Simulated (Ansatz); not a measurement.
**BP (model structure, P6₂22, No. 180, 6 atoms in the cell)**

Calculation: PBEsol (plane waves, PAW; Ansatz, a program for electronic structure).

Run with plane-wave cutoff 520 eV, 18×18×8 k mesh (along the axes of the cell as run), Fermi–Dirac smearing 0.05 eV, scalar-relativistic PAW data made under PBE.

Cell (relaxed at this level):

```
CELL_PARAMETERS angstrom
      3.25963     0.00000     0.00000
     -1.62981     2.82292     0.00000
      0.00000     0.00000     6.94051
ATOMIC_POSITIONS crystal
  B  0.50000 0.00000 0.66667
  B  0.00000 0.50000 0.33333
  B  0.50000 0.50000 0.00000
  P  0.50000 0.00000 0.16667
  P  0.00000 0.50000 0.83333
  P  0.50000 0.50000 0.50000
```

| Quantity | Result |
|---|---|
| band gap | none |
| bulk modulus | 182 GPa |

Note: the bulk modulus is −V dP/dV from two relaxed cells at ±2 % in volume; the relaxation could raise the start's symmetry but not lower it, so the cell can be a saddle point.

The computed numbers hold no vibrational or temperature effects.

A model structure was made by putting elements into a prototype or built by hand; it is no filed structure, need not be a known phase, and can be a saddle point held by its symmetry.
